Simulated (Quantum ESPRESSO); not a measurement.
Quantum ESPRESSO run on Sr (Fm-3m, 1 atom in the cell): self-consistent single point.

Method: PBE, PSlibrary ultrasoft (PBE) pseudopotentials (plane waves; Quantum ESPRESSO 7.5).

```xyz
1
Lattice="0.0000 3.0309 3.0309 3.0309 0.0000 3.0309 3.0309 3.0309 0.0000" Properties=species:S:1:pos:R:3 pbc="T T T"
Sr     0.0000     0.0000     0.0000
```

Reference input (self-consistent single point, DFT, PBE, plane waves, PseudoDojo standard norm-conserving (PBE) pseudopotentials): ecutwfc = 70 Ry; occupations = smearing; smearing = fermi-dirac; degauss = 0.0073499 Ry; potentials = {Sr: Sr.upf}; K_POINTS = automatic 6 6 6 0 0 0; conv_thr = 1e-08 Ry; mixing_beta = 0.4. This run's input differs from it in these lines:

```diff
@@ -12,3 +12,4 @@
    ntyp = 1,
-   ecutwfc = 70,
+   ecutwfc = 45,
+   ecutrho = 315,
    occupations = 'smearing',
@@ -22,3 +23,3 @@
 ATOMIC_SPECIES
-Sr    87.6200  Sr.upf
+Sr    87.6200  Sr.pbe-spn-rrkjus_psl.1.0.0.UPF
 ATOMIC_POSITIONS angstrom
```

Output, abridged:

```
     Self-consistent Calculation

     iteration #  1     ecut=    45.00 Ry     beta= 0.40

     Threshold (ethr) on eigenvalues was too large:
     Diagonalizing with lowered threshold

     total energy              =     -70.19765229 Ry
     estimated scf accuracy    <       0.00114598 Ry

     iteration #  2     ecut=    45.00 Ry     beta= 0.40

     total energy              =     -70.19783953 Ry
     estimated scf accuracy    <       0.00042112 Ry

     iteration #  3     ecut=    45.00 Ry     beta= 0.40

     total energy              =     -70.19785925 Ry
     estimated scf accuracy    <       0.00000447 Ry

     iteration #  4     ecut=    45.00 Ry     beta= 0.40

     total energy              =     -70.19786146 Ry
     estimated scf accuracy    <       0.00000053 Ry

     iteration #  5     ecut=    45.00 Ry     beta= 0.40

     total energy              =     -70.19786154 Ry
     estimated scf accuracy    <       0.00000010 Ry

     iteration #  6     ecut=    45.00 Ry     beta= 0.40
     End of self-consistent calculation

     the Fermi energy is     5.0265 ev

!    total energy              =     -70.19786155 Ry
     estimated scf accuracy    <          5.0E-10 Ry
     smearing contrib. (-TS)   =      -0.00420237 Ry
     internal energy E=F+TS    =     -70.19365918 Ry

     convergence has been achieved in   6 iterations

     Forces acting on atoms (cartesian axes, Ry/au):

     atom    1 type  1   force =     0.00000000    0.00000000    0.00000000

     Total force =     0.000000     Total SCF correction =     0.000000

          total   stress  (Ry/bohr**3)                   (kbar)     P=       -1.24
  -0.00000846   0.00000000   0.00000000           -1.24        0.00        0.00
   0.00000000  -0.00000846   0.00000000            0.00       -1.24        0.00
   0.00000000   0.00000000  -0.00000846            0.00        0.00       -1.24

   JOB DONE.
```

The run converged in 6 iterations. Against the reference run the pressure hardly changes (-0.11 to -0.12 GPa).

The starting cell has typed, rounded lattice constants, without a prior relaxation at this level. Its lattice was rescaled by up to half a per cent.
